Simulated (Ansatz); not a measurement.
Pressure series in hypothetical zinc blende YSb

Base system: YSb in the zinc blende structure (space group F-43m, No. 216; a hypothetical phase, not in the database extracts checked).

```xyz
2
Lattice="0.0000 3.4682 3.4682 3.4682 0.0000 3.4682 3.4682 3.4682 0.0000" Properties=species:S:1:pos:R:3 pbc="T T T"
Sb     5.2023     5.2023     5.2023
Y      0.0000     0.0000     0.0000
```

Cell and atoms are relaxed at each pressure.

The values are results of plane-wave PAW DFT at the r2SCAN level (Ansatz, a quantum-chemistry and plane-wave program, 500 eV), no spin-orbit coupling, not measurements.

Candidates:
(a) pressure −1 GPa
(b) pressure 9 GPa
(c) pressure 15 GPa

Before the change:

```
Quantity    Value
--------  -------
Band gap  1.75 eV
```

Question: Order them by band gap, lowest first.

Answer: (c) pressure 15 GPa (1.41 eV), (b) pressure 9 GPa (1.54 eV), (a) pressure −1 GPa (1.77 eV)

With Sb present, leaving out spin-orbit coupling can change the band edges. Load acts through the strain it causes; cell and atoms are relaxed under it. Whether these cells are dynamically stable was not tested. Competing high-pressure phases were not computed.
